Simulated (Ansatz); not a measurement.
SiO2 (P4₁2₁2, No. 92), treated with LDA (Ansatz, a program for electronic structure, plane waves, PAW).

Numerical settings: plane-wave cutoff 520 eV, 8×8×6 k mesh (along the axes of the cell as run), Fermi–Dirac smearing 0.01 eV, scalar-relativistic PAW data made under PBE.

The cell is scaled about its equilibrium volume:

Shape and atoms are relaxed at each volume.

```json
[
 {"V (Å³/atom)": "13.451", "P (GPa)": "0.48", "direct gap at Γ (eV)": "5.620", "c (Å)": "6.759", "a (Å)": "4.887"},
 {"V (Å³/atom)": "13.732", "P (GPa)": "0.22", "direct gap at Γ (eV)": "5.585", "c (Å)": "6.816", "a (Å)": "4.917"},
 {"V (Å³/atom)": "14.012", "P (GPa)": "0.00", "direct gap at Γ (eV)": "5.551", "c (Å)": "6.874", "a (Å)": "4.946"},
 {"V (Å³/atom)": "14.292", "P (GPa)": "-0.22", "direct gap at Γ (eV)": "5.518", "c (Å)": "6.930", "a (Å)": "4.975"},
 {"V (Å³/atom)": "14.572", "P (GPa)": "-0.41", "direct gap at Γ (eV)": "5.487", "c (Å)": "6.985", "a (Å)": "5.004"}
]
```

A straight line through the gaps at Γ against ln V gives a volume deformation potential dE_g(Γ)/d ln V of -1.7 eV: the gap at Γ widens under compression.

Note: the bulk modulus comes from volumes at which shape and atoms were relaxed.
